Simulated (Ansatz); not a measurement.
## A computed series for ScAl3: response to strain

Take ScAl3 in the Cu3Au type structure (space group Pm-3m, No. 221; a = 4.033 Å; relaxed with 0.1 eV smearing) as the base. Axes: x, y, z lie along the cube axes.

Strains are applied to the cell and any free atomic positions relax.

The values are results of LDA, PAW, 420 eV (Ansatz, a program for electronic structure; without spin-orbit coupling), not measurements.

Notes on the quantities. energy relative to the base: free energy F.

```csv
uniaxial strain ε_zz (%),energy relative to the base (meV/atom)
0,0.0
0.6,0.4
1.2,?
1.8,3.2
2.4,5.6
3,8.7
```

Task: Fit ΔE = Aε² + Bε³ (ε in %) to the rows shown and predict the withheld row.

Result: Least squares on the printed values gives A = 1.01 and B = -0.016 meV/atom (largest residual 0.0 meV/atom); this predicts 1.4 meV/atom, and the run gives 1.4 meV/atom, in agreement.

Whether these cells are dynamically stable was not tested. All final runs are without spin polarisation.
